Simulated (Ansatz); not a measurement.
**What pressure −2 GPa does to hypothetical diamond Cr**

Take Cr in the diamond structure (space group Fd-3m, No. 227; a = 5.0080 Å; non-magnetic; a hypothetical phase, not in the database extracts checked) as the base.

Now apply this change: a negative pressure, −2 GPa.

Method: PBEsol (Ansatz, a quantum-chemistry and plane-wave program; PAW; 420 eV plane waves; without spin-orbit coupling). k-mesh 16×16×16 (Γ-centred); smearing 0.05 eV (Fermi–Dirac).

```json
[
 {"quantity": "density", "base": "5.50 g/cm³", "changed": "5.40 g/cm³", "shift": "-0.10 g/cm³"},
 {"quantity": "enthalpy H = E + PV relative to the base's energy", "base": "–", "changed": "-0.20 eV/atom", "shift": "–"},
 {"quantity": "band gap", "base": "zero", "changed": "zero", "shift": "–"}
]
```

Cost of the whole job for the changed cell (relaxation, final SCF and bands): about 26 core-seconds (a rough figure).

Load acts through the strain it causes; cell and atoms are relaxed under it. Stability against distortions was not tested. Seeded moments were not kept for the base. The final runs are not spin-polarised. Cr has a high density of states at the Fermi level and may be magnetic at this level.
